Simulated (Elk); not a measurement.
A self-consistent single point of VTl3Se2S2 (Fmm2, 8 atoms in the cell) with Elk.

Method of the run: Elk with PBEsol, all-electron FP-LAPW, Elk's shipped species files, default APW+lo basis.

```
CELL_PARAMETERS angstrom
      0.00000     5.53830     3.90399
      5.49644     0.00000     3.90399
      5.49644     5.53830     0.00000
ATOMIC_POSITIONS crystal
  V  0.00585 0.00585 0.99415
  Tl 0.00541 0.00541 0.49459
  Tl 0.50541 0.50541 0.99459
  Tl 0.49530 0.49530 0.50470
  Se 0.66181 0.00097 0.99903
  Se 0.00097 0.66181 0.33819
  S  0.00185 0.32341 0.99815
  S  0.32341 0.00185 0.67659
```

Reference input (self-consistent single point, DFT, LDA (PW92), all-electron FP-LAPW, Elk's shipped species files, default APW+lo basis): xctype = 3; rgkmax = 7; stype = 0; swidth = 0.0001 Ha; ngridk = 3 3 3; rmtscf = 0.83. This run's input differs from it in these lines:

```diff
@@ -4,3 +4,3 @@
 xctype
-  3
+  22
```

Output (repeated stretches shortened):

```
│ Self-consistent loop started │
│ Loop number : 1 │
 total energy                :     -67444.0490628
│ Loop number : 2 │
 total energy                :     -67444.6436498
RMS change in Kohn-Sham potential (target) :   0.3024318398     (  0.1000000000E-05)
Absolute change in total energy (target)   :   0.5945870190     (  0.1000000000E-03)
│ Loop number : 3 │
 total energy                :     -67445.0729026
RMS change in Kohn-Sham potential (target) :   0.3080097950     (  0.1000000000E-05)
Absolute change in total energy (target)   :   0.5778995022     (  0.1000000000E-03)
│ Loop number : 4 │
   [... lines left out ...]
Absolute change in total energy (target)   :   0.6037268031E-03 (  0.1000000000E-03)
│ Loop number : 17 │
 total energy                :     -67452.3422766
RMS change in Kohn-Sham potential (target) :   0.3694697605E-06 (  0.1000000000E-05)
Absolute change in total energy (target)   :   0.1918795460E-03 (  0.1000000000E-03)
│ Loop number : 18 │
 total energy                :     -67452.3422852
RMS change in Kohn-Sham potential (target) :   0.1036058041E-06 (  0.1000000000E-05)
Absolute change in total energy (target)   :   0.3937925794E-04 (  0.1000000000E-03)
Convergence targets achieved

│ Loop number : 19 │

Energies :
 Fermi                       :     0.105729990237
 total energy                :     -67452.3422840

Density of states at Fermi energy :   0.8949150491E-05
 (states/Hartree/unit cell)

Estimated indirect band gap :   0.6752509461E-01
 from k-point      4 to k-point      9
Estimated direct band gap   :   0.7142796598E-01
 at k-point     10

Charges :
 core                        :    252.0000000
 valence                     :    114.0000000
 interstitial                :    21.28160963
 muffin-tins (core leakage)
  species :    1 (V)
   atom    1                 :    20.65370268     (  0.1459389409E-07)
  species :    2 (Tl)
   atom    1                 :    78.40577200     (  0.6291656830E-03)
   atom    2                 :    78.40577200     (  0.6291656830E-03)
   [... lines left out ...]
  species :    4 (S)
   atom    1                 :    13.24723976     (  0.8392737741E-03)
   atom    2                 :    13.24723976     (  0.8392737741E-03)
 total in muffin-tins        :    344.7183904
 total calculated charge     :    365.9812179
 total charge                :    366.0000000
 error                       :   0.1878208606E-01

│ Self-consistent loop stopped │
```

The run converged in 19 iterations. The count includes the last loop, which Elk runs after its targets are met. Against the reference run the gap on the mesh goes from 1.815 to 1.837 eV.

The starting cell comes from a database of computed structures (which also holds hypothetical and non-ambient phases and stackings), without a prior relaxation at this level. Spin-orbit coupling is off. Values depend on the basis (sphere radii, cutoffs, local orbitals), which need not be converged.

Cost on one core of a shared machine: roughly 7 min.
